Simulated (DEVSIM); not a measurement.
System: InP/In0.53Ga0.47As n-p heterojunction, at 300 K.

Layer 1 from the left is InP, thickness (μm) 0.160, Nd (cm⁻³) 4.1e16, τn (s) 4.7e-9, τp (s) 4.7e-9. Layer 2 from the left is In0.53Ga0.47As, thickness (μm) 0.250, Na (cm⁻³) 2.7e17, τn (s) 1.4e-10, τp (s) 4.7e-9.

Left contact: ohmic. Right contact: ohmic. Voltage is applied to the left contact. Recombination: SRH at mid-gap, radiative, Auger. Mobility is μmin + (μ − μmin)/(1 + (N/Nref)^α).

The device is made up for the run: typed textbook-type constants, with dimensions and the other settings drawn at random. Values at 300 K.

InP: gap (eV) 1.344, affinity (eV) 4.38, permittivity 12.5, Nc (cm⁻³) 5.7e17, Nv (cm⁻³) 1.1e19, μn (cm²/Vs) 5200, μp (cm²/Vs) 170, μn,min 400, μp,min 10, Nref,n 3e17, Nref,p 4.9e17, αn 0.47, αp 0.62, B (cm³/s) 1.2e-10, Cn (cm⁶/s) 9e-31, Cp (cm⁶/s) 9e-31. In0.53Ga0.47As: gap (eV) 0.74, affinity (eV) 4.51, permittivity 13.9, Nc (cm⁻³) 2.1e17, Nv (cm⁻³) 7.7e18, μn (cm²/Vs) 12000, μp (cm²/Vs) 300, μn,min 300, μp,min 10, Nref,n 1.3e17, Nref,p 4.9e17, αn 0.48, αp 0.4, B (cm³/s) 9.6e-11, Cn (cm⁶/s) 5e-29, Cp (cm⁶/s) 5e-29.

Simulated with DEVSIM: 1D drift-diffusion, Boltzmann statistics, complete ionisation; no tunnelling, impact ionisation, image-force lowering or self-heating. Band offsets follow the typed affinities; no thermionic-emission limit at abrupt steps, no polarisation charge.

### Question
What does the simulation give for the dark forward voltage at 1 A/cm², the potential step across the device at zero bias, the largest field in the device at zero bias?

### Answer
dark forward voltage at 1 A/cm² 0.342 V; potential step across the device at zero bias 0.715 V; largest field in the device at zero bias 83000 V/cm.
